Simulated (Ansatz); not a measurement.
BaTe: band gap against strain

BaTe (rock salt, Fm-3m, 41.807 Å³/atom at rest, cube axes along x, y and z) under a strain ε along a cube axis (axis z), the other axes held. PBEsol in Ansatz, a plane-wave DFT program (PAW, default set), 420 eV, 8×8×8 Γ-centred mesh, Fermi-Dirac smearing 0.05 eV; ions are relaxed within the symmetry of each cell. Gaps are the smallest over the k-mesh and a band path, without spin-orbit coupling; in all rows the valence edge lies at Γ and the conduction edge at about 0.9 Å⁻¹ from Γ.

Here s stands for strain and Eg for gap.

| strain (%) | gap (eV) |
|---|---|
| -3.00 | ? |
| -1.50 | 1.40 |
| -1.00 | 1.42 |
| -0.50 | 1.44 |
| 0.00 | 1.46 |

The 4 complete rows are fitted with a straight line, Eg against s. Means: s -0.75000, Eg 1.430. About the means, the sum of products is 0.050000 and the sum of squares of s is 1.2500; the slope is their ratio. Least squares gives Eg = 1.460 + 0.0400·s. Residuals (row less fit): 0.000, 0.000, 0.000, 0.000; standard error 0.000 (degrees of freedom: 2). Over these rows the gap moves by 4.0 ± 0.3 eV per unit strain.

Task: Estimate the missing Eg (s = -3.00); what did the run itself give?

Result: Eg = 1.460 + 0.0400 × (-3.0) = 1.340 eV. The calculation gives 1.32 eV, 0.020 eV below the prediction (14.3 % of the range of Eg in the table). The row lies outside the fitted rows, so this is an extrapolation. The fitted rows scatter only by rounding.

Spin-orbit coupling is left out, which can shift this property for BaTe. Rows are the converged runs of the series near zero and its far end; series whose fitted rows scatter by over a few per cent of the range, as at a crossing or softening among them, aren't shown in this form. Most that stay on the fit to the last digits aren't either.
